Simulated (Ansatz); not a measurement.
WN₂ (model structure, Pca2₁, No. 29, 12 atoms in the cell) was calculated with PBEsol (Ansatz, a first-principles code, PAW).

Numerical settings: plane-wave cutoff 520 eV, 12×12×12 k mesh, Fermi–Dirac smearing 0.05 eV, no spin polarisation, scalar-relativistic PAW data made under PBE.

Cell (relaxed at this level):

```
WN2
1.0
    4.99281     0.00000     0.00000
    0.00000     4.82564     0.00000
    0.00000     0.00000     4.91389
W N
4 8
Cartesian
  0.31813   1.35640   1.14271
  4.67468   3.46924   3.59965
  2.81453   3.46924   1.14271
  2.17828   1.35640   3.59965
  1.79180   0.35187   0.63074
  3.20101   4.47378   3.08769
  4.28821   4.47378   0.63074
  0.70460   0.35187   3.08769
  1.23096   2.75591  -0.02410
  3.76185   2.06973   2.43285
  3.72737   2.06973  -0.02410
  1.26544   2.75591   2.43285
```

Question: What does this level give for the band gap and Γ–Γ gap?

Answer: 
- band gap = 0.56 eV (on the SCF k mesh)
- Γ–Γ gap = 1.14 eV

Note: the relaxation could raise the start's symmetry but not lower it, so the cell can be a saddle point.

Spin–orbit coupling is not included.

The result took roughly 40 core-minutes.

A model structure was made by putting elements into a prototype or built by hand; it is no filed structure, need not be a known phase, and can be a saddle point held by its symmetry.
